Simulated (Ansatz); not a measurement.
Band structure of NbCo2 (Fd-3m, 6 atoms in the cell).

```xyz
6
Lattice="0.0000 3.3958 3.3958 3.3958 0.0000 3.3958 3.3958 3.3958 0.0000" Properties=species:S:1:pos:R:3 pbc="T T T"
Nb     3.3958     3.3958     3.3958
Nb     5.0938     5.0938     5.0938
Co     0.8490     0.8490     0.8490
Co     0.8490     2.5469     2.5469
Co     2.5469     2.5469     0.8490
Co     2.5469     0.8490     2.5469
```
Moments meant for the start (each program seeds them in its own way; μB, in the order of the atoms Nb Nb Co Co Co Co): 1.0 1.0 3.0 3.0 3.0 3.0.

Method: PBEsol, PAW files made with PBE (plane waves; Ansatz, a program for electronic structure).

Settings: basis.ecutwfc = 420 eV; kpoints.mp_grid.grid = 7 7 7; hamiltonian.xc = pbesol; hamiltonian.pseudopotentials = {kind: paw} (the program's default PAW files); magnetization.spin_polarized = true; scf.occupations.method = fermi_dirac; scf.occupations.width = 0.1 eV; kpoints.band_path.npoints = 8.

The starting cell comes from a database of computed structures (which also holds hypothetical and non-ambient phases and stackings), without a prior relaxation at this level. The starting moments vanished: the run ended non-magnetic, which need not be the lowest state. The program warned that a starting moment was not kept.

Levels in eV from the Fermi level, bands 44 to 51 of the first spin channel:
| point | 44 | 45 | 46 | 47 | 48 | 49 | 50 | 51 |
|---|---|---|---|---|---|---|---|---|
| Γ | -0.71 | -0.60 | -0.60 | -0.60 | 0.67 | 0.67 | 0.67 | 0.79 |
| X | -0.59 | -0.56 | -0.56 | -0.30 | -0.30 | 0.62 | 0.62 | 1.48 |
| W | -0.99 | -0.28 | -0.28 | 0.12 | 0.12 | 0.64 | 0.64 | 0.91 |
| K | -0.97 | -0.43 | -0.22 | 0.05 | 0.05 | 0.43 | 0.67 | 1.09 |
| L | -0.41 | -0.41 | -0.33 | -0.33 | 0.33 | 0.33 | 0.62 | 0.67 |
| U | -0.97 | -0.43 | -0.22 | 0.05 | 0.05 | 0.43 | 0.67 | 1.09 |

Bands cross the Fermi level along this path, so the cell is metallic at this level.

The net moment of the cell came out as 0.00 μB.

Keys are those of Ansatz 0.2.
